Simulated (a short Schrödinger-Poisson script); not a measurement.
Structure: gated Al0.4Ga0.6N/GaN polarisation-induced gas, at 300 K.

```csv
layer,material,thickness (nm),Na (cm⁻³)
1,Al0.4Ga0.6N,10,-
2,GaN,6000,2e14
```

The device is made up for the run: typed textbook-type constants, with dimensions and the other settings drawn at random. Al0.4Ga0.6N: permittivity 9.26, conduction-band edge (eV) 0.58, gap (eV) 4.258, electron mass (mₑ) 0.248, Nv at 300 K (cm⁻³) 4.6e19. GaN: permittivity 9.5, conduction-band edge (eV) 0, gap (eV) 3.43, Nv at 300 K (cm⁻³) 4.6e19.

Channel valleys (confinement mass, in-plane density-of-states mass, number): Γ 0.2, 0.2, 1. At the gate the conduction-band edge of layer 1 lies 1.36 eV − eVg above the Fermi level of the channel; the field vanishes at the back. Sheet of polarisation charge: +2e13 e/cm² at 10 nm from the gate. The barrier under the gate holds no holes. Gaps are held at their typed values at every temperature. Mesh 0.08 nm at interfaces.

From a short Schrödinger-Poisson script (our own, NumPy): 1D Poisson equation in equilibrium, electrons quantum, Hartree (BenDaniel-Duke, 40 states a valley, the channel's in-plane mass for all, wave functions free to enter the barrier), parabolic valleys, classical holes, full ionisation, no traps, pinning or gate leakage.

The same stack at other levels of the model or other numerical settings:

| run | sheet density of all electrons at Vg = 0.5 V (cm⁻²) | sheet density of all electrons at Vg = -2 V (cm⁻²) | capacitance at Vg = 0.5 V (μF/cm²) | centroid of the channel electrons at Vg = 0.5 V (nm) | rough cost against the base |
|---|---|---|---|---|---|
| base | 1.60e13 | 4.58e12 | 0.756 | 2.03 | about 1 |
| electrons treated as classical, Boltzmann | 1.76e13 | 5.17e12 | 0.804 | 0.78 | 0.02 |
| electrons treated as classical, Fermi-Dirac | 1.61e13 | 4.80e12 | 0.734 | 1.80 | 0.1 |
| electrons treated as quantum, Hartree plus LDA exchange-correlation | 1.63e13 | 4.73e12 | 0.760 | 1.85 | 2 |
| mesh six times as coarse | 1.60e13 | 4.57e12 | 0.757 | 1.97 | 0.3 |
| one subband a valley | 1.59e13 | 4.54e12 | 0.748 | 1.49 | 0.6 |

The classical rows ignore confinement, and Boltzmann statistics overrate the density once the band edge passes the Fermi level.
